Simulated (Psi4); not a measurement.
Psi4 1.11, unrestricted HF/def2-svp: p-xylene anion (Cc1ccc(C)cc1), charge -1, multiplicity 2, 18 atoms. The geometry is a generated start, not checked to be a minimum at this level.

```
Item                                 Result
--------------------------  ---------------
task                                 energy
method                                  scf
basis                              def2-svp
memory                                 3 GB
maxiter                                 100
keys of the molecule block      symmetry c1
scf_type                       df (default)
diis_max_vecs                  10 (default)
e_convergence               1e-06 (default)
d_convergence               1e-06 (default)
basis functions                         162
```

```xyz
18

C      2.8999     0.0982     0.0902
C      1.4033     0.0326     0.0357
C      0.7023     0.6230    -1.0078
C     -0.6789     0.5797    -1.0495
C     -1.4023    -0.0557    -0.0488
C     -2.9008    -0.0855    -0.0834
C     -0.7017    -0.6456     0.9952
C      0.6798    -0.6023     1.0366
H      3.3223     0.1491    -0.9111
H      3.2157     0.9887     0.6351
H      3.3087    -0.7711     0.6010
H      1.2459     1.1202    -1.7992
H     -1.2033     1.0433    -1.8736
H     -3.2826    -0.9817     0.4007
H     -3.3036     0.7800     0.4445
H     -3.2659    -0.0538    -1.1075
H     -1.2431    -1.1485     1.7843
H      1.2043    -1.0709     1.8576
```

Charge -1 and multiplicity 2 are set for this test and not shown to be the ground state.

With the defaults (guess = auto, which took SAD, damping_percentage = 0, level_shift = 0, level_shift_cutoff = 0.01, diis = true, scf_initial_accelerator = adiis, soscf = false, soscf_start_convergence = 0.01) it converges in 10 SCF iterations. One run each on 2 threads, with these changes:
- level_shift = 0.1, level_shift_cutoff = 0.001
- guess = core
- soscf = true, soscf_start_convergence = 0.001
- damping_percentage = 20
- guess = sap
- damping_percentage = 60, diis = false, scf_initial_accelerator = none
- guess = huckel
- damping_percentage = 60
- guess = sapgau

### Question
Which runs fail or end elsewhere than the default run?

### Answer
No convergence: damping_percentage = 20; damping_percentage = 60 (the run ends without SCF convergence in 100 iterations). Another solution: guess = core (2100 meV higher, <S²> 0.75 against 0.83); guess = sap (170 meV higher, <S²> 0.80 against 0.83); guess = sapgau (170 meV higher, <S²> 0.80 against 0.83). The rest reach the solution of the defaults.

```
setting                                                                SCF iterations  JK calls                                                      end
---------------------------------------------------------------------  --------------  --------  -------------------------------------------------------
soscf = true, soscf_start_convergence = 0.001                                       7        23                                            same solution
the defaults                                                                       10        11                                            same solution
guess = huckel                                                                     10        20                                            same solution
level_shift = 0.1, level_shift_cutoff = 0.001                                      10        11                                            same solution
damping_percentage = 60, diis = false, scf_initial_accelerator = none              32        33                                            same solution
guess = sap                                                                        12        12   other solution, 170 meV higher, <S²> 0.80 against 0.83
guess = sapgau                                                                     12        12   other solution, 170 meV higher, <S²> 0.80 against 0.83
guess = core                                                                       42        42  other solution, 2100 meV higher, <S²> 0.75 against 0.83
damping_percentage = 20                                                           100       101                                           no convergence
damping_percentage = 60                                                           100       101                                           no convergence
```

An SOSCF iteration holds several JK calls; a Hückel guess adds calls on atoms.
